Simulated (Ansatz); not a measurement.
Structure of amorphous Ga₂₄O₃₆H₂ (periodic cell):

```xyz
62
Lattice="9.0497 0.0000 0.0000 0.0000 9.0497 0.0000 0.0000 0.0000 9.0497" Properties=species:S:1:pos:R:3 pbc="T T T"
Ga     7.9903     3.0877     4.7629
Ga     6.6554     8.0525     8.6607
Ga     0.0551     2.7892     0.9340
Ga     6.3668     1.2436     2.4796
Ga     6.0473     4.8193     0.2014
Ga     8.8020     8.7850     1.8277
Ga     2.2173     1.3213     5.2087
Ga     7.1977     2.0638     7.8020
Ga     1.7254     7.0836     5.9644
Ga     0.3425     6.3312     0.2439
Ga     3.4130     7.3918     8.6806
Ga     4.9838     4.3975     3.5146
Ga     3.8263     4.8040     6.7748
Ga     5.1663     1.9866     5.1033
Ga     1.6734     4.2213     4.1987
Ga     8.1273     6.0955     3.5620
Ga     2.7894     4.1839     0.9656
Ga     0.6838     3.9705     7.2881
Ga     2.1826     7.1797     2.6728
Ga     5.4227     7.1675     2.1904
Ga     7.8914     6.1803     6.7297
Ga     3.0354     0.9677     2.1154
Ga     1.1710     0.4035     8.0400
Ga     6.6503     8.0264     5.0413
O      3.3758     6.6765     6.9114
O      6.9431     2.0249     5.9825
O      5.5968     5.2236     1.9492
O      0.8133     2.4826     4.7653
O      3.4684     1.6537     3.8988
O      4.2268     4.3431     8.6020
O      6.4893     7.4514     6.7857
O      1.9037     6.2442     4.3102
O      2.8026     0.0896     8.8558
O      8.4512     7.2032     5.0648
O      0.8313     4.3995     0.1326
O      8.8185     4.3814     3.5354
O      1.4736     8.9516     6.2100
O      3.7783     1.6430     6.4350
O      8.1458     4.3492     6.3290
O      0.0252     6.8210     2.1210
O      2.3042     6.3521     0.8507
O      6.1012     0.7398     8.3915
O      3.8496     8.0277     2.6175
O      1.9765     2.4397     1.2793
O      2.1606     4.1402     6.1788
O      7.2102     3.3303     0.1310
O      5.9355     0.4031     4.1913
O      6.2565     6.5388     3.8821
O      3.1257     4.3892     2.8866
O      0.6617     6.2862     7.3311
O      0.1882     2.0617     8.0107
O      5.1220     7.0974     0.2197
O      6.2644     2.9103     3.5944
O      4.7946     1.5619     1.4562
O      7.4734     6.1076     8.7453
O      6.8375     8.4409     1.7503
O      1.4634     8.9560     2.6310
O      4.8613     4.1066     5.3832
O      8.9414     8.3886     8.9748
O      8.2363     1.5514     2.0722
H      5.0837     1.2530     0.5327
H      3.9397     1.0952     7.2353
```

All values below come from PBE, scalar-relativistic without spin-orbit coupling (plane waves to 420 eV, PAW; Ansatz, an electronic-structure program). The usual formal charges leave 2 electrons over, so the level spacing at the Fermi energy parts defect or band states and needn't be the band gap.

A CHGNet melt-quench gave the starting glass, which DFT then relaxed. O atoms were pushed apart under 1.9 Å during the dynamics, to hinder bonds among them. The hot cell started wider than the set density and was brought back towards it in steps. It is the lowest in DFT energy of 2 quenches. It is a model cell: composition and starting density were chosen by hand, and all elements were melted together. No dispersion term was used. Its density started from a set value of 4.94 and ended at 5.04 g/cm³. The quench (nominally 550 K/ps over its main leg) was far faster than any real one, so the model tends to hold more defects than a real film. A cell of this size samples the disorder only roughly. The volume was free in the relaxation, at fixed shape. Stress components on the final sampling reach 1.8 GPa. On a 2×2×2 Γ-centred mesh force components of up to 0.19 eV/Å stay, since the relaxation ran on the zone centre alone.

Neighbours within Ga-Ga 2.68 Å, Ga-O 2.60 Å, Ga-H 1.84 Å, O-O 1.58 Å, O-H 1.16 Å, H-H 0.90 Å count as bonded. Two cations that share two anions don't count as bonded, nor two that share one unless they lie closer than Ga-Ga 2.61 Å.

Task: Give the coordination numbers, mean bond lengths and angles.

Result: 
The mean coordination of Ga by anions comes out as 4.88 (7 with 4, 13 with 5, 4 with 6), the mean coordination of O comes out as 3.31 (1 with 2, 23 with 3, 12 with 4) and the mean coordination of H is 1.00 (2 with 1). The mean Ga-O bond comes out as 1.988 Å (spread 0.138 Å, 117 counted). The mean O-H bond is 0.999 Å (spread 0.016 Å, 2 counted) and the bond angle at Ga is mean 106.0°, spread 25.8°. The bond angle at O comes out as mean 112.4°, spread 15.1°.

Task: List the pairs of like atoms that count as bonded by the rules above.

Result: There are none by these rules.
